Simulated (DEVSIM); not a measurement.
## illuminated GaSb p-on-n cell, one wavelength

System: illuminated GaSb p-on-n cell, one wavelength, at 300 K.

```
layer (left to right)  material  thickness (μm)  Nd (cm⁻³)  Na (cm⁻³)  τn (s)  τp (s)  absorption coefficient (cm⁻¹)
---------------------  --------  --------------  ---------  ---------  ------  ------  -----------------------------
1                          GaSb           0.530          -     8.2e17  2.8e-9  2.5e-8                          36000
2                          GaSb           0.690     6.5e16          -  4.8e-8  4.8e-8                          36000
```

Left contact: ohmic, minority electron recombination velocity 40000 cm/s. Right contact: ohmic, minority hole recombination velocity 7000 cm/s. Voltage is applied to the left contact. Recombination: SRH at mid-gap, radiative, Auger. Light enters at the left, 4.8e16 photons cm⁻² s⁻¹, one pass, no reflection. Mobility is μmin + (μ − μmin)/(1 + (N/Nref)^α).

The device is made up for the run: typed textbook-type constants, with dimensions and the other settings drawn at random. Values at 300 K.

| parameter | GaSb |
|---|---|
| gap (eV) | 0.726 |
| affinity (eV) | 4.06 |
| permittivity | 15.7 |
| Nc (cm⁻³) | 2.1e17 |
| Nv (cm⁻³) | 1.8e19 |
| μn (cm²/Vs) | 5000 |
| μp (cm²/Vs) | 850 |
| μn,min | 1000 |
| μp,min | 190 |
| Nref,n | 2.8e17 |
| Nref,p | 9e17 |
| αn | 1.05 |
| αp | 0.65 |
| B (cm³/s) | 1e-10 |
| Cn (cm⁶/s) | 5e-30 |
| Cp (cm⁶/s) | 5e-30 |

Simulated with DEVSIM: 1D drift-diffusion, Boltzmann statistics, complete ionisation; no tunnelling, impact ionisation, image-force lowering or self-heating.

The potential step across the device at zero bias comes out as 0.616 V and the largest field in the device at zero bias comes out as 91000 V/cm. The dark forward voltage at 1 A/cm² is 0.422 V, the dark forward voltage at 100 A/cm² is 0.543 V and the short-circuit current comes out as 7.35 mA/cm². The open-circuit voltage is 0.290 V. The fill factor comes out as 0.69. The largest power is 1.46 mW/cm². The share of generated pairs collected at short circuit comes out as 0.968.

Dark forward current:

```csv
V (V),J (A/cm²)
0.05,7.2e-6
0.10,2.8e-5
0.15,0.00010
0.20,0.00040
0.25,0.0019
0.30,0.011
0.35,0.066
0.40,0.44
0.45,2.9
0.50,20
0.55,130
0.60,810
0.65,4800
```

Current under light (generator sign):

| V (V) | J (mA/cm²) |
|---|---|
| 0.00 | 7.35 |
| 0.02 | 7.35 |
| 0.04 | 7.35 |
| 0.08 | 7.34 |
| 0.10 | 7.33 |
| 0.14 | 7.28 |
| 0.16 | 7.22 |
| 0.18 | 7.13 |
| 0.20 | 6.95 |
| 0.22 | 6.62 |
| 0.24 | 5.98 |
| 0.26 | 4.70 |
| 0.28 | 2.10 |
| 0.30 | -3.28 |
